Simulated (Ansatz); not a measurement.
A (12,12) carbon nanotube, relaxed period 2.466 Å, atoms relaxed at each strain.

```
strain  energy (meV a period)  axial force (nN)
------  ---------------------  ----------------
-0.015                 +306.6            -26.89
+0.015                 +292.6            +25.06
```

The numbers are results of PBE (plane waves to 420 eV, PAW; Ansatz, a program for electronic structure), not measurements. Mesh 1×1×30. No spin polarisation. One-dimensional cell, images about 11 Å apart. An idealised model, rolled from the flat sheet. Symmetry and one short period hold its shape; lower forms weren't sought. Buckling under compression is shut out by symmetry and the short period. Energies are free energies at a Fermi–Dirac width of 0.05 eV, from the unstrained cell.

Mean diameter 16.35 Å.

Problem. Work out the axial stiffness dF/dε in two ways, and what it means for a modulus.

Solution. From the forces: (+25.06 − (-26.89))/0.030 = 1732 nN. From the energies: (E₊ + E₋)/(ε² c) = 0.5992 eV/(0.015² × 2.466 Å) = 1079.9 eV/Å = 1730 nN. The two agree to within 1 %. Spread over the circumference π × 16.35 Å, the force value is a sheet stiffness of 337 N/m.
